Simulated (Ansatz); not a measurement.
hexagonal La2O3 (0 0 1) on diamond (1 1 1) (film strained to the substrate, faces as cut)

A periodic stack without vacuum, hexagonal La2O3 (0 0 1) on diamond (1 1 1) (film strained to the substrate, faces as cut): substrate slab C98, film La12O15, surface cells [[-2, 3], [-3, 1]] and [[1, -1], [2, 1]], film strained by -2.1 and -2.1 %, faces C/C and La/La as cut (like faces can put a slab off its formula).

The start was prepared with a machine-learned potential, and the result is one local minimum, with the in-plane cell held and forces under 0.04 eV/Å; the film can end far from its bulk form.

Levels used, each named beside its values: PBE (plane waves to 420 eV, PAW; Ansatz, a first-principles code); HSE06 (plane waves to 420 eV, PAW; Ansatz). Geometries and values that name no level are of the first. Scalar-relativistic, without spin–orbit coupling; PBE gaps are too small against experiment. Its k-point mesh 4×4×1, Fermi–Dirac width 0.05 eV. HSE06 ran on meshes of its own (9×9×9); its edges and gaps are taken over the mesh and over extra points off it, mostly where PBE has its edges.

| Property | Result |
|---|---|
| interface area | 38.7 Å² |
| period | 27.15 Å |
| gaps between the outermost planes at the two interfaces | 2.12 and 2.12 Å |
| C–La contacts across the interfaces within 1.22 times the sum of covalent radii | 32, mean 2.94 Å |
| PBE gap of the stack on the mesh, by band count | none or nearly none, so that the stack is metallic at this level |
| Fermi level over the substrate's valence edge (PBE) | +1.28 eV |
| spin-polarised check at this geometry | keeps a moment, energy 0.00 eV |
| band offsets | not given, since the film is too thin to average or its bulk reference is missing |
| levels of the stack inside the substrate's PBE gap at the listed points (of the film's bands or of the interfaces) | 44 |

```
CELL_PARAMETERS angstrom
      6.68174    -0.00010     0.01780
      3.34075     5.78600     0.08713
      1.18538    -1.56220    27.13097
ATOMIC_POSITIONS crystal
  C  0.91980 0.11625 0.06231
  C  0.63460 0.97121 0.06156
  C  0.06285 0.68651 0.06237
  C  0.34952 0.82937 0.06236
  C  0.77779 0.54366 0.06102
  C  0.49326 0.40086 0.06150
  C  0.20500 0.25958 0.06150
  C  0.30522 0.63592 0.04852
  C  0.02142 0.49398 0.04502
  C  0.44727 0.20833 0.05185
  C  0.73585 0.34795 0.04476
  C  0.16269 0.06533 0.04884
  C  0.87602 0.92258 0.04892
  C  0.58996 0.77954 0.04515
  C  0.51727 0.60750 0.13993
  C  0.23122 0.46493 0.14016
  C  0.65970 0.17864 0.14016
  C  0.94483 0.32235 0.13993
  C  0.37340 0.03636 0.14017
  C  0.08807 0.89331 0.14033
  C  0.80247 0.74986 0.13996
  C  0.90352 0.12711 0.12209
  C  0.61693 0.98429 0.12241
  C  0.04574 0.69972 0.12209
  C  0.33088 0.84185 0.12208
  C  0.76033 0.55600 0.12109
  C  0.47502 0.41330 0.12233
  C  0.18792 0.27141 0.12239
  C  0.11331 0.09965 0.21643
  C  0.82780 0.95641 0.21643
  C  0.25659 0.67086 0.21643
  C  0.54215 0.81366 0.21640
  C  0.97060 0.52805 0.21640
  C  0.68498 0.38521 0.21640
  C  0.39922 0.24233 0.21643
  C  0.50028 0.61924 0.19751
  C  0.21431 0.47669 0.19763
  C  0.64295 0.19064 0.19763
  C  0.92839 0.33393 0.19752
  C  0.35685 0.04804 0.19764
  C  0.07135 0.90514 0.19764
  C  0.78557 0.76205 0.19752
  C  0.71040 0.59129 0.29243
  C  0.42478 0.44841 0.29243
  C  0.85325 0.16276 0.29243
  C  0.13885 0.30565 0.29243
  C  0.56760 0.01991 0.29243
  C  0.28194 0.87692 0.29242
  C  0.99617 0.73412 0.29241
  C  0.09681 0.11129 0.27350
  C  0.81114 0.96831 0.27349
  C  0.23990 0.68257 0.27349
  C  0.52549 0.82546 0.27349
  C  0.95398 0.53980 0.27348
  C  0.66836 0.39692 0.27349
  C  0.38258 0.25410 0.27351
  C  0.30736 0.08311 0.36828
  C  0.02188 0.94019 0.36828
  C  0.45037 0.65427 0.36839
  C  0.73579 0.79761 0.36828
  C  0.16444 0.51153 0.36828
  C  0.87847 0.36898 0.36840
  C  0.59317 0.22617 0.36840
  C  0.69376 0.60302 0.34952
  C  0.40816 0.46017 0.34952
  C  0.83659 0.17456 0.34952
  C  0.12215 0.31736 0.34949
  C  0.55093 0.03182 0.34949
  C  0.26543 0.88857 0.34948
  C  0.97953 0.74590 0.34948
  C  0.90369 0.57500 0.44355
  C  0.61840 0.43223 0.44484
  C  0.04784 0.14639 0.44383
  C  0.33300 0.28852 0.44383
  C  0.76179 0.00400 0.44353
  C  0.47520 0.86117 0.44383
  C  0.19081 0.71687 0.44352
  C  0.29066 0.09493 0.42558
  C  0.00531 0.95189 0.42575
  C  0.43392 0.66590 0.42598
  C  0.71901 0.80965 0.42575
  C  0.14753 0.52334 0.42575
  C  0.86144 0.38076 0.42598
  C  0.57627 0.23839 0.42597
  C  0.50261 0.06576 0.51713
  C  0.21597 0.92310 0.51708
  C  0.64275 0.64044 0.52106
  C  0.93153 0.77991 0.51404
  C  0.35719 0.49443 0.52091
  C  0.07335 0.35248 0.51724
  C  0.78869 0.20882 0.52093
  C  0.88534 0.58755 0.50441
  C  0.60090 0.44463 0.50489
  C  0.02912 0.15896 0.50357
  C  0.31585 0.30185 0.50356
  C  0.74405 0.01715 0.50438
  C  0.45883 0.87218 0.50357
  C  0.17368 0.72878 0.50441
  La 0.57055 0.46321 0.60936
  La 0.90394 0.79513 0.60738
  La 0.24001 0.12810 0.59932
  La 0.87457 0.48340 0.72540
  La 0.20186 0.82408 0.72501
  La 0.53385 0.15201 0.72525
  O  0.85718 0.16045 0.78292
  O  0.18675 0.49792 0.78285
  O  0.51635 0.83494 0.78313
  O  0.54465 0.48120 0.69993
  O  0.87710 0.81410 0.69933
  O  0.21089 0.14836 0.69950
  O  0.90500 0.46545 0.63225
  O  0.22393 0.80908 0.63189
  O  0.56233 0.12832 0.63203
  La 0.49956 0.51203 0.84047
  La 0.83948 0.84365 0.84072
  La 0.17185 0.17087 0.84089
  La 0.80408 0.53105 0.95657
  La 0.13447 0.86589 0.96655
  La 0.46888 0.20168 0.95852
  O  0.46977 0.52989 0.93333
  O  0.81050 0.86741 0.93423
  O  0.15017 0.18520 0.93408
  O  0.82971 0.51404 0.86599
  O  0.16244 0.84682 0.86648
  O  0.49622 0.18160 0.86657
```
